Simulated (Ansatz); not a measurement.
Fluorite PbF2 (high-temperature phase) was calculated with G0W0@HSE06 (Ansatz, an electronic-structure program, hard PAW, contour deformation).

The same calculation (at the measured cell, 17.465 Å³/atom) with different numerical settings; throughout: k mesh 2×2×2:

```json
[
 {"run": "1", "response cutoff (eV)": "100", "empty bands": "219", "quasiparticle gap on the mesh (eV)": "7.011", "quasiparticle gap at Γ (eV)": "11.819", "rough time": "100 core-s"},
 {"run": "2", "response cutoff (eV)": "150", "empty bands": "402", "quasiparticle gap on the mesh (eV)": "7.163", "quasiparticle gap at Γ (eV)": "11.881", "rough time": "4 core-min"},
 {"run": "3", "response cutoff (eV)": "200", "empty bands": "618", "quasiparticle gap on the mesh (eV)": "7.279", "quasiparticle gap at Γ (eV)": "11.977", "rough time": "9 core-min"},
 {"run": "4", "response cutoff (eV)": "250", "empty bands": "864", "quasiparticle gap on the mesh (eV)": "7.358", "quasiparticle gap at Γ (eV)": "12.057", "rough time": "10 core-min"},
 {"run": "5", "response cutoff (eV)": "300", "empty bands": "1136", "quasiparticle gap on the mesh (eV)": "7.422", "quasiparticle gap at Γ (eV)": "12.128", "rough time": "20 core-min"},
 {"run": "6", "response cutoff (eV)": "400", "empty bands": "1749", "quasiparticle gap on the mesh (eV)": "7.499", "quasiparticle gap at Γ (eV)": "12.223", "rough time": "40 core-min"},
 {"run": "7", "response cutoff (eV)": "500", "empty bands": "2444", "quasiparticle gap on the mesh (eV)": "___", "quasiparticle gap at Γ (eV)": "___", "rough time": "60 core-min"}
]
```

Complete the blanks.


- 7, quasiparticle gap on the mesh (eV): 7.546
- 7, quasiparticle gap at Γ (eV): 12.281

In the column quasiparticle gap on the mesh (eV) the first row differs from the last by -0.535 and the next to last by -0.047.

The last row is no converged limit: other settings stay fixed.

Spin–orbit coupling is not included.

Note: filled d or f shells below the valence bands can shift G0W0 gaps through exchange with them, which wasn't tested here. Note: GW on a hybrid start was not checked against another program.
